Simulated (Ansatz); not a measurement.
The starting structures come from a database of crystals and need not be the phases stable at ambient conditions.

Data:

```
CELL_PARAMETERS angstrom
      3.65429     0.00000     0.00000
      0.00000     3.65429     0.00000
      1.82714     1.82714     2.58397
ATOMIC_POSITIONS crystal
  Be 0.00000 0.00000 0.00000
  Se 0.75000 0.25000 0.50000
```

Space group of this cell: F-43m, zinc blende. The cell is taken as given; by PBEsol its mean pressure is -1.7 GPa.

All values below come from PBEsol (plane waves, PAW; Ansatz, a first-principles code).

The current runs along the normal of the first two printed vectors; no spin-orbit coupling. Scaled by the factor s: all lengths (ions clamped). Meshes 12×12×12 and 8×8 across the current in all rows.

```csv
s,mean pressure (GPa),slowest mid-gap decay constant κ (1/Å)
0.98,3.2,?
1.00,-1.7,0.224
1.02,-5.6,0.216
```

Task: Take the slope of the slowest mid-gap decay constant κ against ln s from the two given rows, extrapolate to s = 0.98, and say what the run there gives.

Result: Slope = (0.216 − 0.224) / ln 1.02 = -0.404 1/Å. The line gives 0.224 + (-0.404) × ln 0.98 = 0.232 1/Å. The run gives 0.230 1/Å, 0.002 1/Å under the line, 26 % of the predicted step.
